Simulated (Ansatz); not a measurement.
Phonon-limited resistivity of Y3PbC (Pm-3m) against temperature in μΩ·cm, PBEsol, DFPT electron-phonon coupling, linearised Boltzmann equation in Ansatz (a first-principles code), harmonic crystal at a fixed cell.

```
T               ρ
-----  ----------
50 K         1.42
77 K   (withheld)
100 K  (withheld)
150 K        12.5
200 K        18.4
250 K        24.4
273 K        27.1
300 K        30.3
350 K        36.1
400 K        42.0
```

Problem. Complete the blanks.

Solution. 
- 77 K, ρ: 4.10
- 100 K, ρ: 6.67

A metal at this level (no band gap). Only scattering by harmonic phonons is included (no impurities, grain boundaries, electron-electron scattering or thermal expansion). Spin-orbit coupling is left out, which matters with elements this heavy. Halving the electron mesh (20x20x20) moves the resistivity by up to 1 %. Smearing 0.20 eV; phonons on a 3x3x3 q mesh, which this run doesn't test and which matters most at low temperature.

Computed structure with no diffraction record at hand here (it may be known, metastable or hypothetical): Y3PbC (Pm-3m).
